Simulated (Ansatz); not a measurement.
Where the default PAW files enter, the runs use the earlier of Ansatz's two default sets.

Tunnelling through a barrier is set by its complex band structure: the current falls as exp(−2κd) with the smallest κ.

```
BN
1.0
    2.51269     0.00000     0.00000
   -1.25634     2.17605     0.00000
    1.25634    -0.72535     2.05160
B N
1 1
Cartesian
  0.00000   0.00000   0.00000
  2.51269   0.00000   1.53870
```

Space group of this cell: F-43m, zinc blende. The cell is strained (all lengths scaled by 0.98); by r2SCAN its mean pressure is 19.7 GPa.

Transport runs along the normal of the first two printed cell vectors, the (111) plane of the conventional cell.

No gap correction and no spin-orbit coupling; mid-gap values are interpolated between computed energies.

### Question
Give the band gap and the smallest decay constant κ at mid-gap that r2SCAN run with Ansatz (a quantum-chemistry and plane-wave program) yields.

### Answer
Gap 5.05 eV on a 14×14×14 mesh; κ = 0.344 1/Å, at the zone centre.
